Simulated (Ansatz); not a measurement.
Start from SrBr2 in the anatase structure (space group I4_1/amd, No. 141; a = 5.943 Å, c = 14.183 Å; a hypothetical phase, not in the database extracts checked). Axes: x, y, z lie along a, b, c of the conventional cell.

Method: DFT with PBEsol, PAW potentials and a 420 eV plane-wave cutoff in Ansatz (a program for electronic structure), no SOC.

Strains are applied to the cell and any free atomic positions relax; under biaxial strain the out-of-plane vector relaxes too.

One change was made to it. Results:

The band gap falls by 0.13 eV (4.64 eV → 4.51 eV); the smallest direct gap decreases by 0.19 eV (4.88 eV → 4.69 eV); the electron mass comes out as 0.42 mₑ along c, 0.37 mₑ across (at Γ); the energy grows by 11 meV/atom.

Task: What was done to the base?
A) biaxial strain +1.19 %, plane normal [001], relaxed out of plane
B) isotropic strain +2.32 %
C) strain tensor (xx, yy, zz, yz, xz, xy) = (+0.48, +0.45, +0.22, +0.21, +0.24, +0.74) %
D) isotropic strain +0.82 %
E) biaxial strain −1.04 %, plane normal [001], relaxed out of plane

Result: B, isotropic strain +2.32 %. For comparison, the band gap in the other runs: isotropic strain +0.82 % gives 4.59 eV; biaxial strain −1.04 %, plane normal [001], relaxed out of plane gives 4.68 eV; strain tensor (xx, yy, zz, yz, xz, xy) = (+0.48, +0.45, +0.22, +0.21, +0.24, +0.74) % gives 4.61 eV; biaxial strain +1.19 %, plane normal [001], relaxed out of plane gives 4.58 eV.

Masses are band curvatures over ±0.01 Å⁻¹ around the edge. Stability against distortions was not tested.
